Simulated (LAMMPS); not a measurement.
One set-up with several potentials: Si (diamond structure), a cell about 110 Å long along the (001) normal with half to two thirds of it melted and the whole then held at 1600 K and zero normal pressure.

Models:
- MEAM Si_2.meam.spline: classical MD, pair style meam/spline, file Si_2.meam.spline (LAMMPS); Du, Lenosky, Hennig, Goedecker, Wilkins, Phys Stat Sol, 248, 2050 (2011)
- Si.edip: classical MD, pair style edip, file Si.edip (LAMMPS); Justo, Bazant, Kaxiras, Bulatov and Yip, Phys Rev B, 58, 2539 (1998)
- Si.sw: classical MD, pair style sw, file Si.sw (LAMMPS); Stillinger and Weber,  Phys Rev B, 31, 5262, (1985)
- Si.tersoff.mod: classical MD, pair style tersoff/mod, file Si.tersoff.mod (LAMMPS); Kumagai, Izumi, Hara and Sakai, Comp Mat Sci, 39, 457 (2007)

```tsv
potential	speed	direction	rough cost (ms per atom and simulated ps)
Si.edip	-4.9 ± 0.5 m/s	the crystal melts back	1 to 3
MEAM Si_2.meam.spline	25 ± 1 m/s	the crystal grows	10 to 30
Si.sw	9.2 ± 0.4 m/s	the crystal grows	1 to 3
Si.tersoff.mod	8.1 ± 0.2 m/s	the crystal grows	3 to 10
```

Costs are rough: whole-run CPU time with set-up and analysis, from shared machines, in bands a factor of about three wide.

The ± values are statistical; the model's systematic error is not in them.
